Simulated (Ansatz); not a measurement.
S on the 1x1 (110) surface of bcc W, one in a 1x1 cell, energies for each (7.2 Å²). Energies are against ⅛ S8(g), without zero-point or thermal terms; each row is named by its start.

These are PBE (plane waves to 420 eV, PAW; Ansatz, a quantum-chemistry and plane-wave program) values and carry that method's errors.

Set-up: 5 atoms, 6.6 Å thick at the start under the adsorbate (thin: gaps and levels are the slab's own); mesh 12x12x1; 0.1 eV smearing; dipole correction on; 2 atoms held, the rest relaxed; each run with such symmetry as its start has; spin where the adsorbate may keep a moment, no spin-orbit, no U, no dispersion correction.

A negative adsorption energy means that the adsorbate is more stable on the surface than in its reference. Heights count from the host atoms within 0.3 Å of the top one.

```
starting site            E_ads (eV)  height (Å)  nearest host atom (Å)  bonded to  Δ work function (eV)  lateral drift (Å)  moment (μB)
-----------------------  ----------  ----------  ---------------------  ---------  --------------------  -----------------  -----------
top W                             …        2.40                 W 2.40          W                     …                0.0          0.0
hollow W-W-W                  -1.66        1.69                 W 2.33        3 W                 -0.12                0.0            –
bridge W-W (span 2.8 Å)       -1.09        1.92                 W 2.36        2 W                  0.04                0.0            –
bridge W-W (span 3.2 Å)           …           …                 W 2.43        4 W                 -0.50                0.0            –
```

Some entries are withheld; supply them.


- top W, E_ads (eV): -0.57
- top W, Δ work function (eV): 0.52
- bridge W-W (span 3.2 Å), E_ads (eV): -0.87
- bridge W-W (span 3.2 Å), height (Å): 1.83
